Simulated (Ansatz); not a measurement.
Antifluorite K2Te, treated with Hartree–Fock (plane waves, PAW; Ansatz, a program for electronic structure).

Settings: plane-wave cutoff 460 eV, 6×6×6 k mesh, Fermi–Dirac smearing 0.01 eV, scalar-relativistic PAW data made under PBE.

The direct gap at Γ against volume; x = 100 ln(V/50.840 Å³). One gap is withheld.

| V (Å³/atom) | x | gap (eV) |
|---|---|---|
| 48.298 | -5.13 | ? |
| 49.884 | -1.90 | 7.665 |
| 50.840 | 0.00 | 7.593 |
| 52.111 | 2.47 | 7.501 |
| 53.382 | 4.88 | 7.412 |

**Question.** Fit a straight line to the rows shown, give the volume deformation potential and predict the withheld gap.

**Answer.** Means of the 4 rows: x̄ = 1.363, ȳ = 7.5427 eV. Σ(x − x̄)(y − ȳ) = -0.9735 and Σ(x − x̄)² = 26.100, so the slope is -0.0373 eV per unit of x, and dE_g/d ln V = -3.7 eV. At x = -5.13: 7.5427 + (-0.0373) × (-5.13 − (1.363)) = 7.785 eV. The run gives 7.790 eV, 0.005 eV above the line.

Spin–orbit coupling is not included; with these elements it can move the gap by several tenths of an eV or more.

Note: the cell is over a tenth larger than the published one: the level's own overestimate first of all, though another phase or state, or a fault of the published cell, is possible; the relaxation could not lower the start's symmetry, so the cell can be a saddle point above a distorted one.
